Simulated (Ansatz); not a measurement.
Base system: C in the diamond structure (space group Fd-3m, No. 227; a = 3.532 Å).

All numbers come from LDA (Ansatz, a first-principles code; PAW; 420 eV plane waves; scalar-relativistic without spin-orbit coupling).

One change was made to it. Results:

The lattice parameter a falls by 6.74 pm to 346.4 pm; the hole mass (degenerate bands, along [100]) changes from 0.29, 0.29, 0.55 mₑ (at Γ) to 0.28, 0.28, 0.57 mₑ (at Γ); the smallest direct gap rises by 0.164 eV to 5.79 eV; the band gap goes up by 0.15 eV (4.17 eV → 4.32 eV).

Question: Which change produced these results?
(A) pressure 9 GPa
(B) pressure 0.9 GPa
(C) pressure 4.5 GPa
(D) pressure 30 GPa

Answer: D, pressure 30 GPa. For comparison, the band gap in the other runs: pressure 9 GPa gives 4.22 eV; pressure 0.9 GPa gives 4.18 eV; pressure 4.5 GPa gives 4.20 eV.

Load acts through the strain it causes; cell and atoms are relaxed under it. Masses are band curvatures over ±0.01 Å⁻¹ around the edge. Whether these cells are dynamically stable was not tested. Competing high-pressure phases were not computed.
